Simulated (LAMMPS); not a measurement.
Consider a melt of CdTe (zinc blende) with 50 % of Te sites Se, 64 atoms, cooled from 1990 K to 300 K at 1e+13 K/s, at zero pressure in molecular dynamics.

Level of theory: classical MD, pair style bop, file CdTeSe.bop.table; code LAMMPS.

Q: Give the volume per atom, the first peak of g(r), Cd-Te as this potential yields it.

A: volume per atom: 29.8 Å³ (one sample); first peak of g(r), Cd-Te: 2.88 Å, height 7.7.
